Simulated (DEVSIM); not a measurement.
System: n-channel Si planar bulk MOSFET with SiO2, at 300 K.

| Property | Value |
|---|---|
| Gate length | 90 nm |
| Source drain length | 72 nm |
| Dielectric thickness | 3.6 nm |
| Lateral straggle | 5.9 nm |
| Underlap | 0 nm |
| Junction depth | 41.1 nm |
| Substrate depth | 247 nm |
| Gate work function | 4.07 eV |
| Source and drain doping | 8e19 cm⁻³, Gaussian tails under the gate |
| Body doping | 2.1e17 cm⁻³ |
| Lifetime | 4e-8 s |
| Supply | 1.5 V |
| Halo peak | 1.5e18 cm⁻³ |

All mobilities are scaled by 1; velocity saturation, μ/(1 + (μE/vsat)^b)^(1/b) with b = 2 for electrons and 1 for holes and E the electric field along each mesh edge, is on. Mobility is constant in doping.

The device is made up for the run: typed textbook-type constants, with dimensions and the other settings drawn at random. Values at 300 K.

Si: gap (eV) 1.124, affinity (eV) 4.05, permittivity 11.7, Nc (cm⁻³) 2.86e19, Nv (cm⁻³) 3.1e19, μn (cm²/Vs) 1417, μp (cm²/Vs) 470, vsat,n (cm/s) 1e7, vsat,p (cm/s) 8.4e6. SiO2: gap (eV) 9, affinity (eV) 0.9, permittivity 3.9.

Model (solved in DEVSIM): 2D drift-diffusion, Boltzmann statistics, complete ionisation; no quantum confinement, tunnelling, impact ionisation, self-heating, contact resistance or fringe fields beside the gate. Metal contacts follow the ideal Schottky-Mott rule: no Fermi-level pinning, no interface dipoles.

Transfer curves, |Id| in μA/μm:

```
Vg (V)  Vd = 0.05 V  Vd = 1.5 V
------  -----------  ----------
-0.3       3.964e-6   0.0002357
-0.225     2.881e-5    0.001503
-0.15     0.0002103    0.009770
-0.075     0.001544     0.06408
0           0.01134      0.4155
0.075       0.08237       2.486
0.15         0.5750       11.39
0.225         3.478       34.94
0.3           14.38       73.96
0.375         36.39       122.9
0.45          65.99       177.4
0.525         99.67       235.4
0.6           135.6       295.7
0.675         173.0       357.6
0.75          211.2       420.6
0.825         250.1       484.6
0.9           289.3       549.4
0.975         328.9       614.8
1.05          368.7       680.6
1.125         408.5       746.9
1.2           448.5       813.5
1.275         488.4       880.4
1.35          528.3       947.6
1.425         568.1        1015
1.5           607.7        1083
```

**Question.** Work out the subthreshold swing at low drain bias from the rows at -0.075 and 0 V, and compare it with the thermal limit.

**Answer.** log10(0.01134/0.001544) = 0.866 over 75.0 mV, so S = 86.6 mV/decade. The limit kT/q ln 10 is 59.5 mV/decade; the ratio is 1.45. This is the steepest step of the table.

**Question.** Find both thresholds at the constant current 0.1 μA × (1 μm/L) a micrometre, and the DIBL.

**Answer.** The current is 1.11 μA/μm. Interpolating ln Id gives 0.177 V and 0.041 V; their difference over the 1.45 V of drain bias is 94 mV/V.

Source and drain are degenerate, where Boltzmann statistics are only rough. The electric field that drives the saturation includes the junctions' built-in field, which lowers the mobility there even at small currents: subthreshold currents come out too low, a known weakness of this choice.
